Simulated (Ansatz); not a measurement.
Consider TiAl (space group P4/mmm, No. 123; relaxed with 0.1 eV smearing).

```xyz
2
Lattice="2.8127 0.0000 0.0000 0.0000 2.8127 0.0000 0.0000 0.0000 4.0616" Properties=species:S:1:pos:R:3 pbc="T T T"
Ti     0.0000     0.0000     0.0000
Al     1.4064     1.4064     2.0308
```

The values are results of DFT with r2SCAN, PAW potentials and a 500 eV plane-wave cutoff in Ansatz (a quantum-chemistry and plane-wave program), without spin-orbit coupling, not measurements.

Strains are applied to the cell and any free atomic positions relax.

One change was made to it. Results:

| quantity | base | after |
|---|---|---|
| energy relative to the base (free energy F) | 0 meV/atom | +1.3 meV/atom |
| pressure (mean of the normal stresses, compression positive) | 0.0 GPa | -1.8 GPa |

Task: Which of these changes matches the shifts?
A) isotropic strain +2.50 %
B) isotropic strain +1.50 %
C) isotropic strain +0.50 %

Result: C, isotropic strain +0.50 %. For comparison, the energy relative to the base in the other runs: isotropic strain +2.50 % gives +32 meV/atom; isotropic strain +1.50 % gives +12 meV/atom.

No phonon test of stability was made. The final runs are not spin-polarised.
